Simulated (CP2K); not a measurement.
Worked example: self-consistent single point of ZnS (P6_3mc, 8 atoms in the cell) in CP2K.

Level of theory: LDA (Pade form), GPW, DZVP-MOLOPT-SR-GTH basis, GTH-PADE potentials (GTH_POTENTIALS) (CP2K).

```
ZnS
1.0
    3.72173     0.00000     0.00000
   -1.86086     3.22311     0.00000
    0.00000     0.00000    12.16743
Zn S
4 4
Cartesian
  1.86086   1.07437   9.12472
  0.00000   2.14874   3.04101
  0.00000   0.00000   6.08372
  0.00000   0.00000   0.00000
  1.86086   1.07437  11.40977
  0.00000   2.14874   5.32605
  0.00000   0.00000   8.36316
  0.00000   0.00000   2.27945
```

Reference input (self-consistent single point, DFT PBE, GPW, DZVP-MOLOPT-SR-GTH basis, GTH-PBE potentials (GTH_POTENTIALS)): CUTOFF = 600 Ry; REL_CUTOFF = 60 Ry; SMEAR/METHOD = FERMI_DIRAC; ELECTRONIC_TEMPERATURE = 232.09 K; KPOINTS/SCHEME = MACDONALD 8 8 3 0.0625 0.0625 0; XC_FUNCTIONAL = PBE; Zn/BASIS_SET = DZVP-MOLOPT-SR-GTH-q12; Zn/POTENTIAL = GTH-PBE-q12; S/BASIS_SET = DZVP-MOLOPT-SR-GTH-q6; S/POTENTIAL = GTH-PBE-q6; METHOD = GPW; EPS_DEFAULT = 1e-10. This run's input differs from it in these lines:

```diff
@@ -43,3 +43,3 @@
     &XC
-      &XC_FUNCTIONAL PBE
+      &XC_FUNCTIONAL PADE
       &END XC_FUNCTIONAL
@@ -81,3 +81,3 @@
       BASIS_SET DZVP-MOLOPT-SR-GTH-q12
-      POTENTIAL GTH-PBE-q12
+      POTENTIAL GTH-PADE-q12
     &END KIND
@@ -85,3 +85,3 @@
       BASIS_SET DZVP-MOLOPT-SR-GTH-q6
-      POTENTIAL GTH-PBE-q6
+      POTENTIAL GTH-PADE-q6
     &END KIND
```

The program printed (abridged):

```
 SCF WAVEFUNCTION OPTIMIZATION

  Step     Update method      Time    Convergence         Total energy    Change
     1 NoMix/Diag. 0.20E+00      -     1.65056375      -283.5148748694 -2.84E+02
     2 Broy./Diag. 0.20E+00      -     0.03150405      -284.2392735344 -7.24E-01
     3 Broy./Diag. 0.20E+00      -     0.05398598      -283.4449800791  7.94E-01
     4 Broy./Diag. 0.20E+00      -     0.02963145      -282.9418656141  5.03E-01
     5 Broy./Diag. 0.20E+00      -     0.00632818      -283.0675274402 -1.26E-01
     6 Broy./Diag. 0.20E+00      -     0.00432996      -283.1620851979 -9.46E-02
   [... 8 lines left out ...]
    15 Broy./Diag. 0.20E+00      -     0.00000119      -283.0604348069 -9.17E-06
    16 Broy./Diag. 0.20E+00      -     0.00000022      -283.0604324264  2.38E-06
    17 Broy./Diag. 0.20E+00      -     0.00000083      -283.0604285523  3.87E-06
    18 Broy./Diag. 0.20E+00      -     0.00000009      -283.0604274756  1.08E-06
  *** SCF run converged in    18 steps ***

  Overlap energy of the core charge distribution:               0.00000001868998
  Self energy of the core charge distribution:               -415.31939091414665
  Core Hamiltonian energy:                                    122.67347281062439
  Hartree energy:                                              53.81108362803428
  Exchange-correlation energy:                                -44.22559301881975
  Electronic entropic energy:                                  -0.00000000000000
  Fermi energy:                                                 0.17028257406712

  Total energy:                                              -283.06042747561776
  Total energy (extrapolated to T->0):                       -283.06042747561776

   [... lines left out ...]

 STRESS| Analytical stress tensor [bar]
 STRESS|                        x                   y                   z
 STRESS|      x        2.24668132540E+04  -5.01400610451E-01  -4.56929256609E-09
 STRESS|      y       -5.01400610451E-01   2.24662025405E+04  -5.03181098826E-04
 STRESS|      z       -4.56929256609E-09  -5.03181098826E-04   2.42378217126E+04
 STRESS| 1/3 Trace                                             2.30569458357E+04
```

The run converged in 18 iterations. Against the reference run the pressure goes from 9.27 to 2.31 GPa, the largest force stays at 0.025 eV/Å and the gap on the mesh goes from 2.488 to 2.220 eV.

The starting cell comes from a database of computed structures (which also holds hypothetical and non-ambient phases and stackings), without a prior relaxation at this level. Its lattice was rescaled by a random factor within 2.5 % of one. Values carry the incompleteness of an atom-centred basis.

Cost on one core of a shared machine: roughly 2 min.
